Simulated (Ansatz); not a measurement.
Take SnBr2 in the fluorite structure (space group Fm-3m, No. 225; a = 7.1783 Å; a hypothetical phase, not in the database extracts checked) as the base. Axes: x, y, z lie along the cube axes.

All numbers come from PBEsol in Ansatz (plane waves to 420 eV, PAW, without spin-orbit coupling).

It is then changed as follows: uniaxial strain ε_xx = −2.50 %, all other strain components held at zero, atoms relaxed at fixed cell.

### Question
Predict the stress tensor and what it implies for the stiffness.

### Answer
Stress of the strained cell less that of the base (GPa, compression positive):
```
   1.92    0.00    0.00
   0.00    0.58    0.00
   0.00    0.00    0.58
```

Then −Δσ_ii/ε with ε = -0.0250 gives secant stiffness values (nonlinear terms included at this strain): C11 ≈ 77 GPa, C12 ≈ 23 GPa and C13 ≈ 23 GPa.

As a check, the harmonic strain energy −½ V₀ Δσ:ε is 4.6 meV/atom; the computed energy rise is 4.5 meV/atom.

No phonon test of stability was made.

Ansatz is a quantum-chemistry and plane-wave program.
